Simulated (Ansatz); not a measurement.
Pair distribution function (Al-Ti) of composition TiAl, cell Ti24Al24, held well above this temperature first, at a temperature that wasn't checked against the liquidus, so perhaps supercooled [in the run: it was liquid; mean temperature 1634 K (target 1560 K); density 3.40 g/cm³; mean pressure 0.5 GPa against a target of 0; one k-point, which a denser mesh shifts by 0.1 GPa in pressure and 0.05 eV/Å in forces], from MD at 1634 K. The numbers are results of PBE (plane waves, PAW; Ansatz, a quantum-chemistry and plane-wave program), not measurements. Volume per atom 18.29 Å³, mean pressure 0.5 GPa. The atoms began on random sites, so units and networks may differ from a laboratory melt's.

```json
[
 {"r (Å)": "1.78", "g(r)": "0.00"},
 {"r (Å)": "1.86", "g(r)": "0.00"},
 {"r (Å)": "1.94", "g(r)": "0.00"},
 {"r (Å)": "2.02", "g(r)": "0.00"},
 {"r (Å)": "2.10", "g(r)": "0.00"},
 {"r (Å)": "2.18", "g(r)": "0.00"},
 {"r (Å)": "2.26", "g(r)": "0.03"},
 {"r (Å)": "2.34", "g(r)": "0.15"},
 {"r (Å)": "2.42", "g(r)": "0.50"},
 {"r (Å)": "2.50", "g(r)": "1.26"},
 {"r (Å)": "2.58", "g(r)": "2.10"},
 {"r (Å)": "2.66", "g(r)": "2.83"},
 {"r (Å)": "2.74", "g(r)": "3.09"},
 {"r (Å)": "2.82", "g(r)": "3.30"},
 {"r (Å)": "2.90", "g(r)": "2.98"},
 {"r (Å)": "2.98", "g(r)": "2.45"},
 {"r (Å)": "3.06", "g(r)": "2.03"},
 {"r (Å)": "3.14", "g(r)": "1.62"},
 {"r (Å)": "3.22", "g(r)": "1.23"},
 {"r (Å)": "3.30", "g(r)": "1.06"},
 {"r (Å)": "3.38", "g(r)": "0.82"},
 {"r (Å)": "3.46", "g(r)": "0.66"},
 {"r (Å)": "3.54", "g(r)": "0.51"},
 {"r (Å)": "3.62", "g(r)": "0.48"},
 {"r (Å)": "3.70", "g(r)": "0.41"},
 {"r (Å)": "3.78", "g(r)": "0.39"},
 {"r (Å)": "3.86", "g(r)": "0.38"},
 {"r (Å)": "3.94", "g(r)": "0.39"},
 {"r (Å)": "4.02", "g(r)": "0.44"},
 {"r (Å)": "4.10", "g(r)": "0.49"},
 {"r (Å)": "4.18", "g(r)": "0.54"},
 {"r (Å)": "4.26", "g(r)": "0.62"},
 {"r (Å)": "4.34", "g(r)": "0.67"},
 {"r (Å)": "4.42", "g(r)": "0.84"},
 {"r (Å)": "4.50", "g(r)": "0.93"},
 {"r (Å)": "4.58", "g(r)": "1.05"},
 {"r (Å)": "4.66", "g(r)": "1.22"},
 {"r (Å)": "4.74", "g(r)": "1.26"}
]
```

Problem. State where the first shell ends and the number of neighbours in it.

Solution. first minimum near 3.9 Å (g down to about 0.38); 6.9 Ti round each Al and 6.9 Al round each Ti in the shell, from n = 4πρ∫r²g(r)dr.
